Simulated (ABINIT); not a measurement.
Input and output of a self-consistent single point for BaAlGe (P-6m2, 3 atoms in the cell) (ABINIT).

Method of the run: PBEsol, norm-conserving pseudopotentials (PseudoDojo nc-sr-04 PBEsol standard) (plane waves; ABINIT).

The change in words: lattice scaled by 0.98. Reference geometry:
```xyz
3
Lattice="4.4375 0.0000 0.0000 -2.2187 3.8430 0.0000 0.0000 0.0000 5.3297" Properties=species:S:1:pos:R:3 pbc="T T T"
Ba     0.0000     0.0000     0.0000
Al     2.2188     1.2810     2.6649
Ge     0.0000     2.5620     2.6649
```

Reference input (self-consistent single point, DFT, PBEsol, plane waves, norm-conserving pseudopotentials (PseudoDojo nc-sr-04 PBEsol standard)): pseudos = [Ba.upf, Al.upf, Ge.upf]; ecut = 39 Ha; ixc = -116133; occopt = 3; tsmear = 0.1 eV; ngkpt = 6 6 4; nshiftk = 1; shiftk = 0 0 0; potentials = PseudoDojo nc-sr-04 PBEsol standard; nband = 19; kptopt = 1; nstep = 50. This run's input differs from it in these lines:

```diff
@@ -3,6 +3,6 @@
 pseudos "Ba.upf, Al.upf, Ge.upf"
-acell 8.3856518298 8.3856518298 10.0716960031
+acell 8.2179383685 8.2179383685 9.8702625366
 rprim
-         1.0000000000    0.0000000080    0.0000000000
-        -0.5000000069    0.8660253998    0.0000000000
+         1.0000000000    0.0000000157    0.0000000000
+        -0.5000000136    0.8660253959    0.0000000000
          0.0000000000    0.0000000000    1.0000000000
@@ -14,4 +14,4 @@
          0.0000000000    0.0000000000    0.0000000000
-         4.1928258955    2.4207292042    5.0358480016
-        -0.0000000388    4.8414583413    5.0358480016
+         4.1089691469    2.3723145292    4.9351312683
+        -0.0000000746    4.7446289292    4.9351312683
 ecut 39 Ha
```

Log, with long lists cut:

```
--- !BeginCycle
solver: {iscf: 7, nstep: 50, nline: 4, wfoptalg: 0, }
tolerances: {tolvrs: 1.00E-12, }
...

     iter   Etot(hartree)      deltaE(h)  residm     vres2
 ETOT  1  -117.56506609026    -1.176E+02 9.396E-01 8.401E+02
 ETOT  2  -119.36788268586    -1.803E+00 4.195E-02 1.818E+03
 ETOT  3  -119.53496683453    -1.671E-01 1.296E-02 3.980E+02
 ETOT  4  -119.57143705546    -3.647E-02 8.948E-03 7.708E+01
 ETOT  5  -119.57995772277    -8.521E-03 5.483E-03 1.210E-01
   [... 16 lines left out ...]
 ETOT 22  -119.58002509481     1.236E-12 5.805E-05 5.160E-09
 ETOT 23  -119.58002509481    -2.089E-12 4.499E-05 6.352E-09
 ETOT 24  -119.58002509481     1.847E-12 3.596E-05 4.870E-10
 ETOT 25  -119.58002509482    -3.197E-12 2.786E-05 2.041E-13
 At SCF step   25       vres2   =  2.04E-13 < tolvrs=  1.00E-12 =>converged.

 Cartesian components of stress tensor (hartree/bohr^3)
  sigma(1 1)=  3.72690541E-05  sigma(3 2)=  0.00000000E+00
  sigma(2 2)=  3.72690545E-05  sigma(3 1)=  0.00000000E+00
  sigma(3 3)=  7.97433644E-05  sigma(2 1)=  1.73653075E-14

 ----iterations are completed or convergence reached----

 reduced coordinates (array xred) for    3 atoms
       0.000000000000      0.000000000000      0.000000000000
       0.666666666667      0.333333333333      0.500000000000
       0.333333333333      0.666666666667      0.500000000000
 cartesian forces (eV/Angstrom) at end:
    1     -0.00000000000000    -0.00000000000000    -0.00000000000000
    2     -0.00000000000000    -0.00000000000000    -0.00000000000000
   [... lines left out ...]
 Fermi (or HOMO) energy (eV) =   5.65001   Average Vxc (eV)=  -9.43807
   [... lines left out ...]
total_energy        : -1.19580025094816E+02
total_energy_eV     : -3.25393796484348E+03
band_energy         : -9.43805288228457E+00
...

-Cartesian components of stress tensor (GPa)         [Pressure= -1.5130E+00 GPa]
- sigma(1 1)=  1.09649324E+00  sigma(3 2)=  0.00000000E+00
- sigma(2 2)=  1.09649325E+00  sigma(3 1)=  0.00000000E+00
- sigma(3 3)=  2.34613039E+00  sigma(2 1)=  5.10904900E-10

 Calculation completed.
```

The run converged in 25 iterations. Against the reference run the free energy goes down by 29.2 meV/atom and the pressure goes from -3.58 to -1.51 GPa.

The starting cell comes from a database of computed structures (which also holds hypothetical and non-ambient phases and stackings), without a prior relaxation at this level. Its lattice was rescaled by a random factor within 2.5 % of one. For this run, on top of that: lattice scaled by 0.98.

Cost on one core of a shared machine: roughly 8 min.
